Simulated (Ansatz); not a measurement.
```
CELL_PARAMETERS angstrom
      4.71699     0.00000     0.00000
      0.00000     4.71699     0.00000
      0.00000     0.00000     4.71699
ATOMIC_POSITIONS crystal
  Cs 0.00000 0.00000 0.00000
  I  0.50000 0.50000 0.50000
```

No spin polarisation.

All numbers come from Ansatz (a program for electronic structure) r2SCAN, without spin-orbit coupling. Γ-centred 7×7×7 mesh, Fermi–Dirac width 0.05 eV.

### Question
Predict the electron mass and band gap.

### Answer
* **Electron mass**: 0.31 mₑ (at Γ)
* **Band gap**: 4.28 eV

With I present, leaving out spin-orbit coupling can change the band edges. The cells carry an imposed strain or load. Masses are band curvatures over ±0.01 Å⁻¹ around the edge. Stability against distortions was not tested. The cell was made from CsI in the CsCl type structure (space group Pm-3m, No. 221) by this change: isotropic strain +2.32 %.
